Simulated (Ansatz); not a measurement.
Total g(r) from a molecular-dynamics run [in the run: under uneven stress (diagonal components 0.8 GPa apart); one k-point, which a denser mesh shifts by 0.4 GPa in pressure and 0.07 eV/Å in forces]. All values below come from PBE (plane waves, PAW; Ansatz, an electronic-structure program).

(r (Å), g(r)): (1.02, 0.00); (1.14, 0.00); (1.26, 0.00); (1.38, 0.00); (1.50, 0.00); (1.62, 0.00); (1.74, 0.00); (1.86, 0.00); (1.98, 0.00); (2.10, 0.00); (2.22, 0.00); (2.34, 0.00); (2.46, 0.01); (2.58, 2.33); (2.70, 11.2); (2.82, 1.73); (2.94, 0.01); (3.06, 0.00); (3.18, 0.00); (3.30, 0.00); (3.42, 0.00); (3.54, 0.00); (3.66, 0.23); (3.78, 2.38); (3.90, 1.10); (4.02, 0.03)

**Question.** Which system gave this curve?
A. AlN (zinc blende; a metastable form), crystal, 313 K, 2.0 GPa
B. Ru (hcp), crystal, 306 K
C. Al (fcc), crystal, 706 K
D. CoSi (B20 type), crystal, 292 K, 9.7 GPa

**Answer.** B, Ru (hcp), crystal, 306 K
